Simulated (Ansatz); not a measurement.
A working Ansatz (a program for electronic structure) input for ZnCu2SnS4 (P1, 8 atoms in the cell) (DFT, PBEsol, plane waves, default PAW files made with PBE):

Ansatz 0.2 input:
```yaml
# ZnCu2SnS4
crystal:
  lattice:
    - [-2.705145, 2.705145, 5.411210]
    - [2.705145, -2.705145, 5.411210]
    - [2.705145, 2.705145, -5.411210]
  atoms:
    - { symbol: Zn, position_ang: [-0.005056, 2.707122, 2.695264] }
    - { symbol: Cu, position_ang: [-0.046042, 0.020748, 0.030422] }
    - { symbol: Cu, position_ang: [2.720524, 0.014832, 2.693381] }
    - { symbol: Sn, position_ang: [-0.016198, -0.013942, 5.397401] }
    - { symbol: S, position_ang: [1.310635, 1.250218, 1.391531] }
    - { symbol: S, position_ang: [1.306666, 4.121424, -1.392607] }
    - { symbol: S, position_ang: [1.419433, 1.422977, 6.830549] }
    - { symbol: S, position_ang: [1.425476, -1.407947, 3.998895] }
basis:
  ecutwfc: 420.0
kpoints:
  mp_grid:
    grid: [4, 4, 5]
hamiltonian:
  xc: pbesol
  pseudopotentials:
    kind: paw
scf:
  occupations:
    method: fermi_dirac
    width: 0.136
output:
  forces: true
  eigenvalues: true
  stress: true
```

The run converged in 10 iterations: free energy E − TS (on the zero of these files) -25951.6146 eV; pressure -1.24 GPa; largest force (vector length) 0.555 eV/Å. Each of these slips is then made, one at a time:

(1)
```diff
+total_charge: 2.0
```

(2)
```diff
-  atoms:
+ atoms:
```

Q: How does each altered input end?

A: 
(1) An unintended net charge. The run converged in 13 iterations without an error; against the sound input the pressure goes from -1.24 to -1.44 GPa and the largest force goes from 0.555 to 0.909 eV/Å.

(2) Broken indentation. The program stopped before any SCF iteration.
```
Error: YAML parse error: error: line 3 column 3: crystal: missing field `atoms` (a structure is typed as `lattice` and `atoms`, a molecule's as `atoms` in Å alone, or read from a run's directory, `checkpoint`)
 --> <input>:3:3
  |
1 | # ZnCu2SnS4
2 | crystal:
3 |   lattice:
  |   ^ crystal: missing field `atoms` (a structure is typed as `lattice` a [...]
```

The starting cell comes from a database of computed structures (which also holds hypothetical and non-ambient phases and stackings), without a prior relaxation at this level. Its atoms were displaced at random from the sites of space group no. 82. Spin polarisation is off. Ansatz's pressure includes its estimate of the finite-basis (Pulay) stress. A gap is left out here, as mesh or smearing make it unsure.

Left out of this page: 1 run of the series stopped by limits of time or memory; 2 runs of the series outside the window shown, repeating another row's setting, or not comparable.
